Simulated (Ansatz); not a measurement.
Levels about the gap of amorphous silicon oxide (Si24O47) (71 atoms in a cell of 1075 Å³, 2.20 g/cm³; zone centre alone, so wide bands show as single levels with stretches between that a denser mesh fills), at the geometry that PBE relaxed, where it gives -0.2 GPa on a denser mesh. The participation number counts the atoms over which a state spreads; weights are charges in smoothed Voronoi cells. The levels come from a single point, so bond lengths are those of that geometry. Method of the levels: PBE, scalar-relativistic without spin-orbit coupling (Ansatz, a quantum-chemistry and plane-wave program). Sampling: the zone centre alone; Fermi-Dirac width 0.02 eV; no spin polarisation. The usual formal charges leave 2 electrons over, so the level spacing at the Fermi energy parts defect or band states and needn't be the band gap. At PBE the levels at the filled edge of the gap are localised (band-tail or defect states), and the nearest spread-out levels lie 5.2 eV apart at the zone centre.

A CHGNet melt-quench gave the starting glass, which DFT then relaxed. O atoms were pushed apart under 1.9 Å during the dynamics, to hinder bonds among them. The hot cell started wider than the set density and was brought back towards it in steps. It is the lowest in DFT energy of 2 quenches. It is a model cell: composition and starting density were chosen by hand, and all elements were melted together. No dispersion term was used. Its density started from a set value of 2.20 and ended at 2.20 g/cm³. The simulated quench (nominally 400 K/ps over its main leg) is rapid and tends to freeze in more defects than a deposited or slowly cooled glass has. A cell of this size samples the disorder only roughly. The volume was held where the preparation left it, at a PBE pressure of -0.2 GPa (tension). Stress components on the final sampling reach 1.4 GPa. On a 2×2×2 Γ-centred mesh force components of up to 0.25 eV/Å stay, since the relaxation ran on the zone centre alone.

| E - E(highest filled), eV | filling | participation number | largest on | weight O | weight Si |
|---|---|---|---|---|---|
| -3.64 | filled | 21.2 | O, 2 neighbours | 0.96 | 0.04 |
| -3.55 | filled | 19.7 | O, 2 neighbours | 0.95 | 0.05 |
| -3.52 | filled | 9.4 | O, 2 neighbours | 0.95 | 0.05 |
| -3.23 | filled | 4.2 | O, 2 neighbours | 0.95 | 0.05 |
| -3.14 | filled | 3.9 | O, 2 neighbours | 0.96 | 0.04 |
| -3.03 | filled | 4.4 | O, 2 neighbours | 0.95 | 0.05 |
| 0.00 | filled | 3.4 | Si, 3 neighbours | 0.42 | 0.58 |
| 1.67 | empty | 42.6 | O, 3 neighbours | 0.64 | 0.36 |
| 2.84 | empty | 28.2 | Si, 4 neighbours | 0.59 | 0.41 |
| 3.08 | empty | 40.6 | Si, 4 neighbours | 0.62 | 0.38 |
| 3.52 | empty | 42.3 | O, 2 neighbours | 0.67 | 0.33 |
| 3.58 | empty | 36.2 | Si, 4 neighbours | 0.64 | 0.36 |
| 3.79 | empty | 45.0 | O, 2 neighbours | 0.69 | 0.31 |
| 3.92 | empty | 50.8 | Si, 3 neighbours | 0.66 | 0.34 |

Most localised among these is the filled level at +0.00 eV, on a Si atom, which has 3 neighbours (O 1.73 Å, O 1.75 Å, O 1.75 Å).
